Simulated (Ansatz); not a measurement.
# WSi2 (model structure, started from the fluorite type, Fm-3m, No. 225, 3 atoms in the cell)

These are r²SCAN+rVV10 (plane waves, PAW; Ansatz, a program for electronic structure) values and carry that method's errors.

Run with plane-wave cutoff 560 eV, 16×16×16 k mesh, Fermi–Dirac smearing 0.05 eV, no spin polarisation, scalar-relativistic PAW data made under PBE.

Cell (relaxed at this level):

```cif
data_Si2W
_chemical_formula_sum 'W1 Si2'
_space_group_name_H-M_alt 'P 1'
_space_group_IT_number 1
_cell_length_a 4.13035
_cell_length_b 4.13035
_cell_length_c 4.13035
_cell_angle_alpha 60.000
_cell_angle_beta 60.000
_cell_angle_gamma 60.000
loop_
_space_group_symop_operation_xyz
  'x, y, z'
loop_
_atom_site_label
_atom_site_type_symbol
_atom_site_fract_x
_atom_site_fract_y
_atom_site_fract_z
_atom_site_occupancy
W1 W 0.00000 0.00000 0.00000 1
Si1 Si 0.25000 0.25000 0.25000 1
Si2 Si 0.75000 0.75000 0.75000 1
```

| Property | Result |
|---|---|
| band gap | none |

Note: the relaxation could raise the start's symmetry but not lower it, so the cell can be a saddle point.

Spin–orbit coupling is not included; it can open a gap where bands touch, and shift volumes and moduli.

Computing time: very roughly 70 core-seconds.

A model structure was made by putting elements into a prototype or built by hand; it is no filed structure, need not be a known phase, and can be a saddle point held by its symmetry.
